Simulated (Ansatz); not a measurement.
System: ZnS (P3m1, No. 156, 40 atoms in the cell; start mp-557009; a measured phase of this formula has another space group). Method: r²SCAN+rVV10 in Ansatz (PAW).

Numerical settings: plane-wave cutoff 560 eV, 12×12×1 k mesh (along the axes of the cell as run), Fermi–Dirac smearing 0.01 eV, scalar-relativistic PAW data made under PBE.

Cell (relaxed at this level):

```cif
data_S20Zn20
_chemical_formula_sum 'Zn20 S20'
_space_group_name_H-M_alt 'P3m1'
_space_group_IT_number 156
_space_group_name_Hall 'P 3 -2"'
_cell_length_a 3.79411
_cell_length_b 3.79411
_cell_length_c 62.06433
_cell_angle_alpha 90.000
_cell_angle_beta 90.000
_cell_angle_gamma 120.000
loop_
_atom_site_label
_atom_site_type_symbol
_atom_site_symmetry_multiplicity
_atom_site_Wyckoff_symbol
_atom_site_fract_x
_atom_site_fract_y
_atom_site_fract_z
_atom_site_occupancy
Zn1 Zn 1 a 0.00000 0.00000 0.45006 1
Zn2 Zn 1 c 0.66667 0.33333 0.70006 1
Zn3 Zn 1 c 0.66667 0.33333 0.19991 1
Zn4 Zn 1 b 0.33333 0.66667 0.14996 1
Zn5 Zn 1 a 0.00000 0.00000 0.89996 1
Zn6 Zn 1 c 0.66667 0.33333 0.95000 1
Zn7 Zn 1 b 0.33333 0.66667 0.55005 1
Zn8 Zn 1 b 0.33333 0.66667 0.79997 1
Zn9 Zn 1 a 0.00000 0.00000 0.75002 1
Zn10 Zn 1 a 0.00000 0.00000 0.10000 1
Zn11 Zn 1 b 0.33333 0.66667 0.65012 1
Zn12 Zn 1 c 0.66667 0.33333 0.40004 1
Zn13 Zn 1 a 0.00000 0.00000 0.60008 1
Zn14 Zn 1 b 0.33333 0.66667 0.00002 1
Zn15 Zn 1 c 0.66667 0.33333 0.05006 1
Zn16 Zn 1 c 0.66667 0.33333 0.29998 1
Zn17 Zn 1 b 0.33333 0.66667 0.35000 1
Zn18 Zn 1 a 0.00000 0.00000 0.24994 1
Zn19 Zn 1 c 0.66667 0.33333 0.84992 1
Zn20 Zn 1 c 0.66667 0.33333 0.50011 1
S1 S 1 c 0.66667 0.33333 0.33742 1
S2 S 1 c 0.66667 0.33333 0.88737 1
S3 S 1 b 0.33333 0.66667 0.58750 1
S4 S 1 a 0.00000 0.00000 0.13746 1
S5 S 1 c 0.66667 0.33333 0.73752 1
S6 S 1 c 0.66667 0.33333 0.08751 1
S7 S 1 b 0.33333 0.66667 0.03754 1
S8 S 1 a 0.00000 0.00000 0.28746 1
S9 S 1 a 0.00000 0.00000 0.78747 1
S10 S 1 c 0.66667 0.33333 0.98744 1
S11 S 1 a 0.00000 0.00000 0.63760 1
S12 S 1 c 0.66667 0.33333 0.23736 1
S13 S 1 a 0.00000 0.00000 0.93748 1
S14 S 1 b 0.33333 0.66667 0.38752 1
S15 S 1 a 0.00000 0.00000 0.48759 1
S16 S 1 c 0.66667 0.33333 0.43748 1
S17 S 1 b 0.33333 0.66667 0.18741 1
S18 S 1 b 0.33333 0.66667 0.83743 1
S19 S 1 c 0.66667 0.33333 0.53755 1
S20 S 1 b 0.33333 0.66667 0.68757 1
```

What does this level give for the band gap?


band gap: 2.73 eV (on the SCF k mesh)

Note: the relaxation could not lower the start's symmetry, so the cell can be a saddle point above a distorted one.

Static lattice: no zero-point or thermal effects.

A start named mp-… is a Materials Project structure, which need not be a measured phase.

Ansatz is a quantum-chemistry and plane-wave program.
